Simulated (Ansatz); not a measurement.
Consider Zn-vacancy pair (Zn on one host Al site, one Al site vacant) in fcc Al, neutral cell. Calculation: PBE, PAW (plane waves to 420 eV; Ansatz, a first-principles code).

Cell of 32 host sites held at the relaxed PBE lattice; a 4×4×4 k-point mesh shifted by half a step; Fermi-Dirac width 0.10 eV, spin-restricted; finite-size errors left in. No zero-point or tunnelling terms. Forms of the defect that were not tried may lie lower.

Barriers: single points on a 6×6×6 k-point mesh shifted by half a step at the bands' geometries.

The step: Zn and the vacancy change places (Zn-vacancy distance between ideal sites 2.86 Å throughout). Atoms about the jump, Cartesian Å from the middle of the jump, before and after:

```json
[
 {"atom": "Zn1", "x0": "0.00", "y0": "-0.96", "z0": "-0.96", "x1": "0.00", "y1": "0.96", "z1": "0.96"},
 {"atom": "Al2", "x0": "-1.99", "y0": "1.01", "z0": "-0.98", "x1": "-1.99", "y1": "0.98", "z1": "-1.01"},
 {"atom": "Al3", "x0": "1.99", "y0": "1.01", "z0": "-0.98", "x1": "1.99", "y1": "0.98", "z1": "-1.01"},
 {"atom": "Al4", "x0": "-1.99", "y0": "-0.98", "z0": "1.01", "x1": "-1.99", "y1": "-1.01", "z1": "0.98"},
 {"atom": "Al5", "x0": "1.99", "y0": "-0.98", "z0": "1.01", "x1": "1.99", "y1": "-1.01", "z1": "0.98"},
 {"atom": "Al6", "x0": "0.00", "y0": "3.01", "z0": "-0.99", "x1": "0.00", "y1": "3.02", "z1": "-1.01"},
 {"atom": "Al7", "x0": "0.00", "y0": "1.01", "z0": "-3.02", "x1": "0.00", "y1": "0.99", "z1": "-3.01"},
 {"atom": "Al8", "x0": "0.00", "y0": "-3.02", "z0": "1.01", "x1": "0.00", "y1": "-3.01", "z1": "0.99"},
 {"atom": "Al9", "x0": "0.00", "y0": "-0.99", "z0": "3.01", "x1": "0.00", "y1": "-1.01", "z1": "3.02"}
]
```

### Question
Predict the transition state.

### Answer

| atom | x | y | z |
|---|---|---|---|
| Zn1 | 0.00 | 0.01 | -0.01 |
| Al2 | -2.12 | 1.03 | -1.05 |
| Al3 | 2.12 | 1.03 | -1.05 |
| Al4 | -2.12 | -1.04 | 1.03 |
| Al5 | 2.12 | -1.04 | 1.03 |
| Al6 | 0.00 | 2.98 | -0.99 |
| Al7 | 0.00 | 0.97 | -2.99 |
| Al8 | 0.00 | -2.99 | 0.97 |
| Al9 | 0.00 | -0.98 | 2.98 |
It lies 0.33 eV above the start and 0.33 eV above the end. The saddle point's order was not checked, and it lies on a symmetry element of the cell, where a band can be held.
